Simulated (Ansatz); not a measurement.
**A computed series for hypothetical P6_3/mmc PbI2: response to strain**

The parent structure is PbI₂ in the 2H-MoS2 type structure (space group P6_3/mmc, No. 194; a = 4.3966 Å, c = 14.8467 Å; a hypothetical phase, not in the database extracts checked). Axes: x lies along a and z along c of the hexagonal cell.

Strains are applied to the cell and any free atomic positions relax; under biaxial strain the out-of-plane vector relaxes too.

Levels (all Ansatz, a program for electronic structure, PAW): PBE-D3(BJ) (420 eV, without spin-orbit coupling); HSE06 (420 eV, scalar-relativistic without spin-orbit coupling).

Band gaps by level, all at the geometries relaxed with PBE-D3(BJ):

| case | PBE-D3(BJ) | HSE06 |
|---|---|---|
| base | 1.98 eV | 2.57 eV |
| biaxial strain +1.44 %, plane normal [001], relaxed out of plane | 2.16 eV | 2.78 eV |
| isotropic strain −0.67 % | 1.84 eV | 2.41 eV |
| uniaxial strain ε_xx = +5.57 % | 2.24 eV | 2.87 eV |

Single points use the geometry relaxed with PBE-D3(BJ). The hybrid gap comes from the SCF mesh plus the semilocal run's edge points and a few special points and is an upper bound. Spin-orbit coupling, missing from the scalar runs, can matter with I and Pb. Stability against distortions was not tested.
